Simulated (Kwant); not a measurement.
Model system: circular cavity between two wires in a GaN two-dimensional gas. Effective mass 0.22 mₑ, grid spacing 5 nm, hard walls, nominal width 60 nm (11 grid rows, so walls 60 nm apart), one parabolic valley, scattering region 540 nm long along x; energies count from the band bottom; Fermi energy swept from 0.00037983 to 0.0056974 eV. Cavity of radius 120 nm, straight part 0 nm, centre moved sideways by 48 nm.

The device is made up for the run: typed textbook-type constants, with dimensions and the other settings drawn at random.

Computed with Kwant: effective-mass tight-binding model on a square grid, one spin, coherent transport at 0 K. Conductance is in e²/h.

How many channels do the leads carry at E = 3.82, 4.62, 4.67 meV?

The hard-wall thresholds are n² ħ²π²/(2mW²) = n² × 0.475 meV with W = 60 nm. √(3.82/0.475) = 2.84, so 2. √(4.62/0.475) = 3.12, so 3. √(4.67/0.475) = 3.14, so 3.
